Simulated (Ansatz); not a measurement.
## Response to strain in SnSb2Te4

Start from SnSb₂Te₄ (space group R-3m, No. 166; a = 4.326 Å, c = 40.762 Å (hexagonal axes)). Axes: x lies along a and z along c of the hexagonal cell.

Strains are applied to the cell and any free atomic positions relax; under biaxial strain the out-of-plane vector relaxes too; under stress the whole cell relaxes.

All numbers come from DFT with PBE-D3(BJ), PAW potentials and a 420 eV plane-wave cutoff in Ansatz (a quantum-chemistry and plane-wave program), no spin-orbit coupling.

Notes on the quantities. energy relative to the base: free energy F; pressure: mean of the normal stresses, compression positive.

```tsv
change	energy relative to the base	pressure	volume per atom
base	0 meV/atom	0.0 GPa	31.45 Å³
biaxial strain −0.95 %, plane normal [001], relaxed out of plane	+1.3 meV/atom	0.5 GPa	31.17 Å³
uniaxial strain ε_xx = −3.68 %	+12 meV/atom	1.8 GPa	30.30 Å³
uniaxial strain ε_xx = −0.20 %	0.0 meV/atom	0.1 GPa	31.39 Å³
uniaxial stress, 3 GPa compression along x	+17 meV/atom	–	30.74 Å³
```

The mesh was chosen for an insulator and is coarse for the gapless case. Stability under load was not tested beyond the relaxation. The final runs are not spin-polarised. The D3 term's C6 switches between coordination references near this geometry, which can add small steps to energies.
